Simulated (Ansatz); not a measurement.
Start from Gd in the hcp (Mg type) structure (space group P6_3/mmc, No. 194; ferromagnetic).

```
CELL_PARAMETERS angstrom
      3.56576     0.00000     0.00000
     -1.78288     3.08804     0.00000
      0.00000     0.00000     5.69496
ATOMIC_POSITIONS crystal
  Gd 0.33333 0.66667 0.75000
  Gd 0.66667 0.33333 0.25000
```

Level of theory: Ansatz (an electronic-structure program), PBEsol, PAW, cutoff 420 eV, scalar-relativistic without spin-orbit coupling.

Before the change:

The lattice parameter a is 356.6 pm.

Modification: hydrostatic tension (pressure −1 GPa).

Task: Predict the new lattice parameter a.

Result: The lattice parameter a grows by 3.5 pm, from 356.6 pm to 360.1 pm.

Other magnetic orders, which the real material may have, were not ruled out. The state of the 4f shell was not checked for lower solutions. Load acts through the strain it causes; cell and atoms are relaxed under it. Whether these cells are dynamically stable was not tested.
